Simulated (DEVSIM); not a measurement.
System: Pd/Al2O3/p-Si capacitor, at 300 K.

| layer (left to right) | material | thickness (nm) | Na (cm⁻³) |
|---|---|---|---|
| 1 | Al2O3 | 8.40 | - |
| 2 | Si | 6500 | 7.8e15 |

Metal gate on the left, work function 5.2 eV. Fixed charge at the semiconductor interface 0 cm⁻² (in units of +e); no interface traps.

Constants are typed, rounded textbook-type inputs, not results; the design itself was drawn at random and stands for no fabricated device. Values at 300 K.

| parameter | Al2O3 | Si |
|---|---|---|
| gap (eV) | 6.8 | 1.124 |
| affinity (eV) | 1.35 | 4.05 |
| permittivity | 9 | 11.7 |
| Nc (cm⁻³) | - | 2.86e19 |
| Nv (cm⁻³) | - | 3.1e19 |

DEVSIM, 1D Poisson equation in equilibrium, Boltzmann statistics, complete ionisation; no quantum confinement or tunnelling. Metal contacts follow the ideal Schottky-Mott rule: no Fermi-level pinning, no interface dipoles.

Question: Tabulate band edges, carrier densities and field at 0.7 V on the gate.

Answer: Energies count from the Fermi level of the right contact; mesh points crowd at the junctions.

| x (μm) | Ec (eV) | Ev (eV) | n (cm⁻³) | p (cm⁻³) | field (V/cm) |
|---|---|---|---|---|---|
| 0.000 | 3.150 | -3.650 | < 1e2 | < 1e2 | 40000 |
| 0.001360 | 3.155 | -3.644 | < 1e2 | < 1e2 | 40000 |
| 0.003858 | 3.166 | -3.634 | < 1e2 | < 1e2 | 40000 |
| 0.006614 | 3.177 | -3.623 | < 1e2 | < 1e2 | 40000 |
| 0.008524 | 0.484 | -0.640 | 2.1e11 | 5.6e8 | 31000 |
| 0.01024 | 0.490 | -0.634 | 1.7e11 | 6.8e8 | 31000 |
| 0.01423 | 0.502 | -0.622 | 1.1e11 | 1.1e9 | 30000 |
| 0.02864 | 0.544 | -0.580 | 2.1e10 | 5.7e9 | 29000 |
| 0.05716 | 0.621 | -0.503 | 1.1e9 | 1.1e11 | 25000 |
| 0.1237 | 0.762 | -0.362 | 4500000 | 2.6e13 | 17000 |
| 0.2790 | 0.898 | -0.226 | 24000 | 4.9e15 | 2400 |
| 0.8675 | 0.910 | -0.214 | 15000 | 7.8e15 | ≈ 0 |
| 2.014 | 0.910 | -0.214 | 15000 | 7.8e15 | ≈ 0 |
| 4.193 | 0.910 | -0.214 | 15000 | 7.8e15 | ≈ 0 |
| 5.752 | 0.910 | -0.214 | 15000 | 7.8e15 | ≈ 0 |
| 6.185 | 0.910 | -0.214 | 15000 | 7.8e15 | ≈ 0 |
| 6.370 | 0.910 | -0.214 | 15000 | 7.8e15 | ≈ 0 |
| 6.450 | 0.910 | -0.214 | 15000 | 7.8e15 | ≈ 0 |
| 6.491 | 0.910 | -0.214 | 15000 | 7.8e15 | ≈ 0 |
| 6.502 | 0.910 | -0.214 | 15000 | 7.8e15 | ≈ 0 |
| 6.506 | 0.910 | -0.214 | 15000 | 7.8e15 | ≈ 0 |
| 6.508 | 0.910 | -0.214 | 15000 | 7.8e15 | ≈ 0 |
